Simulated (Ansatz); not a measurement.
Functionals compared on a constructed model of the (100) surface of bcc Fe, ferromagnetic, a pseudomorphic layer of In in the host's stacking (bottom of the slab: a bare face, its two planes held), in Ansatz (plane waves, PAW). The structure was relaxed with PBE; the other rows are single points on it. Cutoff 420 eV.

Set-up: 7 atoms, 9.1 Å thick at the start (thin: gaps and levels are the slab's own); mesh 13x13x1; 0.1 eV smearing; dipole correction on; 2 atoms held, the rest relaxed; start symmetry kept, larger cells not searched; spin-polarised, ending with about 14.5 μB a cell; orders that need a larger cell were not tried, no spin-orbit, no U. It is one candidate, not shown to be the stable structure of the face. These notes are the PBE run's.

| functional | work function of the top face (eV) | magnetic moment of the cell (μB) | rough cost of the single point |
|---|---|---|---|
| PBE | 4.14 | 14.48 | – |
| RPBE | 4.00 | 14.75 | roughly 70 core-seconds |

Ansatz is an electronic-structure program.
